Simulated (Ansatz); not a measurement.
Take ScOs2 (space group P6_3/mmc, No. 194; a = 5.166 Å, c = 8.449 Å; a cell from a computed database, its experimental status unchecked) as the base. Axes: x lies along a and z along c of the hexagonal cell.

All numbers come from PBEsol (Ansatz, a program for electronic structure), without spin-orbit coupling.

Before the change:

| Quantity | Result |
|---|---|
| Pressure | 0.0 GPa |
| Shortest interatomic distance | 248.1 pm |
| Band gap | zero |

Now apply this change: the cell is stretched by 0.66 % along y with no lateral relaxation; the atoms relax in the strained cell.

Question: Estimate the effect on the energy relative to the base, pressure, shortest interatomic distance and band gap.

Answer: The energy increases by 0.8 meV/atom; the pressure (mean of the normal stresses, compression positive) goes from zero to -1.7 GPa; the shortest interatomic distance hardly moves (248.1 pm against 248.0 pm); the band gap stays zero.

Without a gap, meshes like the base's 9×9×5 leave anisotropic stresses uncertain by several tenths of a GPa, and small strain energies with them. Whether these cells are dynamically stable was not tested. The final runs are not spin-polarised.
